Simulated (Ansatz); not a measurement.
# A computed series for WC: response to strain

The parent structure is WC (space group P-6m2, No. 187; a = 2.884 Å, c = 2.812 Å; relaxed with 0.1 eV smearing). Axes: x lies along a and z along c of the hexagonal cell.

Strains are applied to the cell and any free atomic positions relax.

Method: Ansatz (a program for electronic structure) LDA, without spin-orbit coupling.

Notes on the quantities. energy relative to the base: free energy F; pressure: mean of the normal stresses, compression positive.

```csv
case,energy relative to the base,pressure,volume per atom
base,0 meV/atom,0.0 GPa,10.13 Å³
uniaxial strain ε_xx = −2.50 %,+16 meV/atom,10.9 GPa,9.87 Å³
uniaxial strain ε_xx = −2.00 %,+10 meV/atom,8.6 GPa,9.93 Å³
uniaxial strain ε_xx = −1.50 %,+5.6 meV/atom,6.3 GPa,9.98 Å³
uniaxial strain ε_xx = −0.50 %,+0.6 meV/atom,2.0 GPa,10.08 Å³
uniaxial strain ε_xx = +0.50 %,+0.6 meV/atom,-2.0 GPa,10.18 Å³
uniaxial strain ε_xx = +1.00 %,+2.3 meV/atom,-3.9 GPa,10.23 Å³
uniaxial strain ε_xx = +2.00 %,+9.1 meV/atom,-7.6 GPa,10.33 Å³
uniaxial strain ε_xx = +2.50 %,+14 meV/atom,-9.3 GPa,10.38 Å³
uniaxial strain ε_xx = +3.00 %,+20 meV/atom,-11.0 GPa,10.43 Å³
```

No phonon test of stability was made. All final runs are without spin polarisation.
